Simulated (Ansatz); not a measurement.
**A computed series for WSi2: pressure series**

Take WSi₂ (space group I4/mmm, No. 139; a = 3.212 Å, c = 7.806 Å) as the base.

Cell and atoms are relaxed at each pressure.

Level of theory: Ansatz (a first-principles code), r2SCAN, PAW, cutoff 500 eV, without spin-orbit coupling, earlier PAW set.

Two rows of this table had their results exchanged by mistake.

| pressure | volume per atom (Å³) | shortest distance (Å) | band gap |
|---|---|---|---|
| pressure −2 GPa | 13.19 | 2.570 | zero |
| pressure −1 GPa | 13.48 | 2.580 | zero |
| pressure 1.8 GPa | 13.32 | 2.574 | zero |
| pressure 4.2 GPa | 13.54 | 2.582 | zero |
| pressure 9 GPa | 12.95 | 2.562 | zero |
| pressure 18 GPa | 12.56 | 2.548 | zero |
| pressure 30 GPa | 12.11 | 2.526 | zero |
| pressure 45 GPa | 11.64 | 2.489 | zero |
| pressure 60 GPa | 11.25 | 2.456 | zero |

Task: Which two?

Result: The rows for pressure −2 GPa and pressure 4.2 GPa: the volume has to fall steadily with pressure, so 13.54 Å³ belongs to pressure −2 GPa and 13.19 Å³ to pressure 4.2 GPa.

Load acts through the strain it causes; cell and atoms are relaxed under it. No phonon test of stability was made. No other phases were tried under pressure. All final runs are without spin polarisation.
